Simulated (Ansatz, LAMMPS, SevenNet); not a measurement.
# Ladder of methods for the lattice constant a of L1₂ (Cu3Au-type) Cu₃Au

Reference value: 3.75 Å (measured, temperature not stated, not corrected to a static lattice; as tabulated in Nepal et al. (2019), arXiv:1905.09348).

| level (code) | value (Å) |
|---|---|
| Lennard-Jones jacobson2022 (LAMMPS) | 3.749 |
| SevenNet-l3i5 (SevenNet) | 3.773 |
| LDA (Ansatz) | 3.671 |
| PBE (Ansatz) | 3.780 |
| PBE+SOC (Ansatz) | (withheld) |
| PBE-D3(BJ) (Ansatz) | (withheld) |
| PBE-D4 (Ansatz) | (withheld) |
| rVV10 (Ansatz) | 3.806 |
| HSE06 (Ansatz) | 3.773 |

**Question.** What belongs in the gaps?

**Answer.** 
- PBE+SOC (Ansatz, an electronic-structure program), value (Å): 3.776
- PBE-D3(BJ) (Ansatz), value (Å): 3.719
- PBE-D4 (Ansatz), value (Å): 3.730

Differences against the reference: Lennard-Jones jacobson2022 -0.03 %, SevenNet-l3i5 +0.61 %, LDA -2.11 %, PBE +0.80 %, PBE+SOC +0.69 %, PBE-D3(BJ) -0.83 %, PBE-D4 -0.53 %, rVV10 +1.49 %, HSE06 +0.61 %.

Leaving aside Lennard-Jones jacobson2022, which can be fitted to such values or carry a doubt: The reference's temperature isn't stated, so close values are not ranked against it. Off by more than 1.25 % (a bound picked here): LDA (-2.11 %), rVV10 (+1.49 %).

The measured value isn't corrected to a static lattice, so vibrations enter the comparison. A static lattice is as a rule a little smaller than the measured one.  Density-functional levels without +SOC have no spin–orbit coupling. Lennard-Jones jacobson2022: the pair parameters belong to the elements and are mixed by rule. Lennard-Jones jacobson2022: pair potentials favour close packing, so symmetry can be all that holds this lattice. HSE06: hybrids on metals are sensitive to the k mesh and can open a false gap. Cutoffs and k meshes differ between the levels. Ansatz's density-functional and Hartree–Fock values are scalar-relativistic unless marked +SOC, with PAW data made under PBE.

Empirical potentials (Lennard-Jones jacobson2022) are fitted to chosen data, which need not cover the solid at hand: agreement can be built in, and what lay outside the fit can be far off. Machine-learned potentials (SevenNet-l3i5) are trained on DFT data, which may include these solids.

Differences are worked out from the printed values.
